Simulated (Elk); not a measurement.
Band structure of La2AlGe (Amm2, 4 atoms in the cell).

```yaml
crystal:
  lattice:
    - [4.16601, 0.00000, 0.00000]
    - [0.00000, 2.29000, 5.75769]
    - [0.00000, -2.29000, 5.75769]
  atoms:
    - { symbol: La, position: [0.00000, 0.64103, 0.64103] }
    - { symbol: La, position: [0.50000, 0.35595, 0.35595] }
    - { symbol: Al, position: [0.00000, 0.93397, 0.93397] }
    - { symbol: Ge, position: [0.50000, 0.06905, 0.06905] }
```

Level of theory: PBEsol, all-electron FP-LAPW, Elk's shipped species files, default APW+lo basis run with Elk.

Settings: xctype = 22; swidth = 0.00183747 Ha; ngridk = 6 5 5; maxscl = 100.

The starting cell comes from a database of computed structures (which also holds hypothetical and non-ambient phases and stackings), without a prior relaxation at this level. Its lattice was rescaled by a random factor within 2.5 % of one. Values depend on the basis (sphere radii, cutoffs, local orbitals), which need not be converged.

Levels in eV from the Fermi level, bands 19 to 26:
| point | 19 | 20 | 21 | 22 | 23 | 24 | 25 | 26 |
|---|---|---|---|---|---|---|---|---|
| Γ | -1.55 | -1.41 | -1.00 | -0.88 | 0.70 | 1.13 | 1.49 | 2.38 |
| X | -2.83 | -1.72 | -1.47 | -0.82 | 0.60 | 0.90 | 1.41 | 1.60 |
| S | -2.73 | -1.70 | -1.65 | -0.90 | 0.59 | 0.89 | 1.57 | 2.22 |
| R | -2.20 | -1.78 | -1.35 | -0.79 | 0.24 | 0.43 | 3.23 | 3.31 |
| A | -2.47 | -2.05 | -1.15 | -0.57 | 0.27 | 0.44 | 2.29 | 2.54 |
| Z | -2.10 | -1.90 | -1.84 | -1.09 | -0.42 | 0.06 | 2.64 | 3.16 |
| Y | -1.44 | -1.27 | -1.12 | -0.86 | -0.41 | 1.55 | 1.84 | 2.24 |
| X1 | -2.83 | -1.72 | -1.47 | -0.82 | 0.60 | 0.90 | 1.41 | 1.60 |
| A1 | -2.47 | -2.05 | -1.15 | -0.57 | 0.27 | 0.44 | 2.29 | 2.54 |
| T | -2.75 | -1.80 | -1.44 | -0.47 | 0.07 | 0.18 | 1.25 | 1.31 |

Bands cross the Fermi level along this path, so the cell is metallic at this level.
